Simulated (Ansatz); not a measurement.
The starting structures come from a database of crystals and need not be the phases stable at ambient conditions.

 Where the default PAW files enter, the runs use the earlier of Ansatz's two default sets.

Given:

```xyz
5
Lattice="4.8297 0.0000 0.0000 -2.4149 4.1827 0.0000 0.0000 0.0000 7.9829" Properties=species:S:1:pos:R:3 pbc="T T T"
Sr     0.0000     0.0000     0.0000
Mg     2.4149     1.3942     2.9939
Mg     0.0000     2.7884     4.9890
Bi     2.4149     1.3942     5.9611
Bi     0.0000     2.7884     2.0218
```

Space group of this cell: P-3m1. The cell is taken as given.

Transport runs along the normal of the first two printed cell vectors, the (001) plane of the conventional cell.

The gap is the functional's own, uncorrected, and κ follows it; spin-orbit coupling is left out. Mid-gap values are interpolated between the computed energies.

Task: Estimate the band gap and the smallest decay constant κ at mid-gap that r2SCAN run with Ansatz (a first-principles code) returns for this system.

Result: Gap 1.07 eV on a 12×12×4 mesh; κ = 0.066 1/Å, at the zone centre.
